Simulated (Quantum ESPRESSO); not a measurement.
Checking a run of Quantum ESPRESSO on YMg₁₄Ga (P-6m2, 16 atoms in the cell). The aim is a self-consistent single point with DFT, PBEsol, plane waves, SSSP 1.1.2 efficiency (PBE) pseudopotentials.

Cell that was meant: a = 6.4185 Å, b = 6.4185 Å, c = 10.3495 Å, α = 90.00°, β = 90.00°, γ = 120.00°.

Part of the input:

```fortran
    occupations = 'smearing'
    smearing = 'gaussian'
    degauss = 0.0073499
    tot_charge = 1
    input_dft = 'pbesol'
/
&electrons
```

Output, abridged:

```
     file Mg.pbe-n-kjpaw_psl.0.3.0.UPF: wavefunction(s)  3S renormalized
   [... lines left out ...]
        k(    2) = (   0.1666667  -0.4811252   0.1550445), wk =   0.8888889
        k(    3) = (   0.1666667  -0.0962250   0.1550445), wk =   0.4444444
        k(    4) = (  -0.5000000  -0.8660254   0.1550445), wk =   0.2222222

     Dense  grid:   557601 G-vectors     FFT dimensions: (  96,  96, 150)

     Smooth grid:   197115 G-vectors     FFT dimensions: (  72,  72, 108)

     Initial potential from superposition of free atoms

     starting charge      51.9796, renormalised to      51.0000

     negative rho (up, down):  4.279E-02 0.000E+00
     Self-consistent Calculation

     iteration #  1     ecut=    70.00 Ry     beta= 0.70

---- Real-time Memory Report at c_bands before calling an iterative solver
          1840 MiB given to the printing process from OS
           369 MiB allocation reported by mallinfo(arena+hblkhd)
------------------

     negative rho (up, down):  3.951E-02 0.000E+00

     total energy              =    -819.44109694 Ry
     estimated scf accuracy    <       2.40039951 Ry

     iteration #  2     ecut=    70.00 Ry     beta= 0.70

   [... lines left out ...]
           499 MiB allocation reported by mallinfo(arena+hblkhd)
------------------

     negative rho (up, down):  4.331E-02 0.000E+00

     total energy              =    -821.17735220 Ry
     estimated scf accuracy    <          2.0E-10 Ry

     iteration # 22     ecut=    70.00 Ry     beta= 0.70

---- Real-time Memory Report at c_bands before calling an iterative solver
          2054 MiB given to the printing process from OS
           499 MiB allocation reported by mallinfo(arena+hblkhd)
------------------

     negative rho (up, down):  4.331E-02 0.000E+00
     End of self-consistent calculation

     the Fermi energy is     4.2954 ev

!    total energy              =    -821.17735220 Ry
     estimated scf accuracy    <          7.9E-11 Ry
     smearing contrib. (-TS)   =      -0.00224954 Ry
     internal energy E=F+TS    =    -821.17510266 Ry

      -> PAW hartree energy AE =     150.27494901 Ry
      -> PAW hartree energy PS =    -148.08981961 Ry
      -> PAW xc energy AE      =    -591.93604263 Ry
      -> PAW xc energy PS      =      55.10531478 Ry
      -> total E_H with PAW    =     122.69819487 Ry
      -> total E_XC with PAW   =    -617.75700078 Ry

     convergence has been achieved in  22 iterations

     negative rho (up, down):  4.331E-02 0.000E+00

     Forces acting on atoms (cartesian axes, Ry/au):

   [... lines left out ...]
     Total force =     0.005209     Total SCF correction =     0.000000
   [... lines left out ...]

     negative rho (up, down):  4.331E-02 0.000E+00
          total   stress  (Ry/bohr**3)                   (kbar)     P=      -36.65
  -0.00022939  -0.00000000   0.00000000          -33.74       -0.00        0.00
  -0.00000000  -0.00022939   0.00000000           -0.00      -33.74        0.00
   0.00000000   0.00000000  -0.00028862            0.00        0.00      -42.46

   JOB DONE.
```

Q: Is this run sound? If not, what is wrong?

A: The run is not sound. The fault is an unintended net charge. A charged periodic cell changes the electron count and is neutralised by a uniform background, so energy, forces and pressure belong to another system. To fix it, remove the charge. The run converged in 22 iterations without an error; against the sound input the pressure goes from -0.71 to -3.66 GPa and the largest force goes from 0.056 to 0.041 eV/Å. The full log also holds: “c_bands:  1 eigenvalues not converged”.

An input that runs soundly differs in these lines (not the only fix; some lines may just follow from the change or write a value another way):
```diff
-    tot_charge = 1
```

With that input, the run converged in 20 iterations: free energy E − TS -11168.3402 eV; Fermi level (on the code's own zero) 4.39 eV; pressure -0.71 GPa; largest force (vector length) 0.056 eV/Å (DFT, PBEsol, plane waves, SSSP 1.1.2 efficiency (PBE) pseudopotentials).

On the sound input: the starting cell comes from a database of computed structures (which also holds hypothetical and non-ambient phases and stackings), without a prior relaxation at this level. Its lattice was rescaled by a random factor within 2.5 % of one.
